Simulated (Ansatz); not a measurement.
Here is the system:

```yaml
crystal:
  lattice:
    - [3.04199, 0.00000, 0.00000]
    - [0.00000, 3.04199, 0.00000]
    - [1.52100, -1.52100, 2.14451]
  atoms:
    - { symbol: C, position: [0.00000, 0.00000, 0.00000] }
    - { symbol: Ti, position: [0.50000, 0.50000, 0.00000] }
```

No spin polarisation.

Computed with plane-wave PAW DFT at the PBEsol level (Ansatz, a program for electronic structure, 420 eV), no spin-orbit coupling, earlier PAW set. Settings: 23×23×23 k-points, 0.1 eV Fermi–Dirac smearing.

Problem. What pressure (mean of the normal stresses, compression positive) does the calculation give?

Solution. -0.9 GPa.

Problem. Estimate the band gap.

Solution. Zero.

Problem. What space group does the calculation give?

Solution. I4/mmm (No. 139).

The cells carry an imposed strain or load. Whether these cells are dynamically stable was not tested. The final runs are not spin-polarised. The cell was made from TiC in the rock salt structure (space group Fm-3m, No. 225) by this change: biaxial strain +0.21 %, plane normal [001], relaxed out of plane.
